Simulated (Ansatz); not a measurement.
# What Sr interstitial (started 3.05 Å from the nearest host atom), symmetric start does to Sr

Start from a 12-atom supercell of Sr in the fcc (Cu type) structure (space group Fm-3m, No. 225; a = 6.100 Å) at its relaxed geometry.

Modification: one Sr atom is added in an open site, starting 3.05 Å from the nearest host atom, atoms relaxed at fixed cell.

Computed with r2SCAN (Ansatz, an electronic-structure program), without spin-orbit coupling. Γ-centred 5×4×5 mesh, Fermi–Dirac width 0.05 eV.

The largest displacement of a host atom from its site in the perfect cell amounts to 0.40 Å and the final site of the added atom is 6 Sr at 3.40 Å (octahedral).

Final structure:

```xyz
13
Lattice="0.0000 6.0999 6.0999 6.0999 -6.0999 6.0999 6.0999 6.0999 0.0000" Properties=species:S:1:pos:R:3 pbc="T T T"
Sr     0.0000     0.0000     0.0000
Sr     3.0499     3.0499     0.0000
Sr     2.9114     0.3467     2.9114
Sr     5.7532     3.1885     2.9114
Sr     5.9501     0.1498     5.9501
Sr     9.2884     2.9114     6.4466
Sr     0.0000     3.0499     3.0499
Sr     3.0499     6.0999     3.0499
Sr     2.9114     3.1885     5.7532
Sr     6.2497     5.9501     6.2497
Sr     6.4466     2.9114     9.2884
Sr     9.2884     5.7532     9.2884
Sr     3.0499    -3.0499     3.0499
```

The cell is small, so the values are those of an ordered compound at a high defect concentration; dilute-limit values will differ. The defect started on the symmetric site and kept its symmetry, so it may sit on a saddle. The defect cell is not spin-polarised.
